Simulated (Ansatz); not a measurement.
Input and output of a self-consistent single point for LuBr3 (P3m1, 8 atoms in the cell) (Ansatz, a first-principles code).

Computed with PBEsol, default PAW files made with PBE (plane waves; Ansatz).

```yaml
crystal:
  lattice:
    - [10.17123, 0.00000, 0.00000]
    - [-5.08562, 8.80855, 0.00000]
    - [0.00000, 0.00000, 3.64346]
  atoms:
    - { symbol: Lu, position: [0.33333, 0.66667, 0.76372] }
    - { symbol: Lu, position: [0.66667, 0.33333, 0.25000] }
    - { symbol: Br, position: [0.21557, 0.43115, 0.25000] }
    - { symbol: Br, position: [0.78443, 0.56885, 0.75000] }
    - { symbol: Br, position: [0.78443, 0.21557, 0.75000] }
    - { symbol: Br, position: [0.21557, 0.78443, 0.25000] }
    - { symbol: Br, position: [0.56885, 0.78443, 0.25000] }
    - { symbol: Br, position: [0.43115, 0.21557, 0.75000] }
```

Reference input (self-consistent single point, DFT, PBEsol, plane waves, default PAW files made with PBE): basis.ecutwfc = 30.9 Ry; kpoints.mp_grid.grid = 2 2 5; hamiltonian.xc = pbesol; hamiltonian.pseudopotentials = {kind: paw} (the program's default PAW files); scf.occupations.method = fixed. This run's input differs from it in these lines:

Ansatz 0.2 input:
```diff
@@ -18,3 +18,3 @@
 kpoints:
-  mp_grid: { grid: [2, 2, 5] }
+  mp_grid: { grid: [5, 5, 12] }
 hamiltonian:
```

Output, abridged:

```
SCF iter   1: F=—  HF=-45655.735126 eV  |F-HF|=—  |Δ(HF+E_count)|=         —  Δρ=2.37e-3  dr2=2.53e-2  ethr=1.77e-3  ⟨swp⟩=5.3  Hψ=8938  notcnv=0  defer=319
all-band conjugate gradients solve this SCF's bands
preconditioner: auto → Resta (q_TF=auto, 2.209 Å⁻¹)
SCF iter   2: F=—  HF=-45655.734102 eV  |F-HF|=—  |Δ(HF+E_count)|=   1.02e-3  Δρ=1.31e-3  dr2=6.63e-3  ethr=2.75e-5  ⟨swp⟩=3.5  Hψ=5064  notcnv=0  defer=358
   [... lines left out ...]
SCF iter   7: F=—  HF=-45655.734033 eV  |F-HF|=—  |Δ(HF+E_count)|=   8.70e-6  Δρ=2.06e-5  dr2=1.24e-6  ethr=7.84e-9  ⟨swp⟩=2.0  Hψ=4336  notcnv=0  defer=266
SCF iter   8: F=—  HF=-45655.734032 eV  |F-HF|=—  |Δ(HF+E_count)|=   7.90e-7  Δρ=1.16e-5  dr2=3.95e-7  ethr=1.34e-9  ⟨swp⟩=2.3  Hψ=4351  notcnv=0  defer=268
SCF iter   9: F=—  HF=-45655.734032 eV  |F-HF|=—  |Δ(HF+E_count)|=   6.06e-8  Δρ=2.95e-6  dr2=2.64e-8  ethr=1.09e-10  ⟨swp⟩=15.0  Hψ=21304  notcnv=0
SCF iter  10: F=-45655.734032 eV  HF=-45655.734032 eV  |F-HF|=5.82e-10  |Δ(HF+E_count)|=   3.13e-8  Δρ=6.04e-7  dr2=2.32e-9  ethr=2.87e-11  ⟨swp⟩=5.2  Hψ=10895  notcnv=0
SCF 1 converged in 10 iterations: F = -45655.734032 eV  dr2 = 2.32e-9
Free energy (F): -45655.734032 eV
Internal energy: -45655.734032 eV  (E = F + TS)
E sigma→0 (E₀):  -45655.734032 eV
Fermi energy:    1.330090 eV
--- Forces (eV/Å), atoms counted from 1 ---
  atom   1  Lu    -0.00000000     0.00000000    -0.24284786
  atom   2  Lu     0.00000000    -0.00000000     0.00039336
  atom   3  Br     0.00000000     0.11788509     0.08128095
  atom   4  Br    -0.00000000    -0.12985193    -0.00046008
  atom   5  Br    -0.11245507     0.06492596    -0.00046008
  atom   6  Br     0.10209148    -0.05894254     0.08128095
  atom   7  Br    -0.10209148    -0.05894254     0.08128095
  atom   8  Br     0.11245507     0.06492596    -0.00046008
--- Stress (GPa, compression-positive) ---
       -0.385478      -0.000000      -0.000000
        0.000000      -0.385478       0.000000
       -0.000000      -0.000000      -1.034438
  P = ⅓ Tr σ = -0.6018 GPa (-6.018 kbar)
  The stress holds the Pulay correction. Without it, at fixed plane waves, as pw.x and ABINIT print it: P = -0.6208 GPa
```

The run converged in 10 iterations. Against the reference run the free energy drops by 1.1 meV/atom, the pressure moves little (-0.59 to -0.60 GPa), the largest force moves little (0.240 to 0.243 eV/Å) and the gap on the mesh moves little (2.892 to 2.891 eV).

The starting cell comes from a database of computed structures (which also holds hypothetical and non-ambient phases and stackings), without a prior relaxation at this level. Its lattice was rescaled by up to half a per cent. One atom was moved a little off its site on purpose. Spin-orbit coupling is off. Ansatz's pressure includes its estimate of the finite-basis (Pulay) stress.

Cost on one core of a shared machine: roughly 2 min.
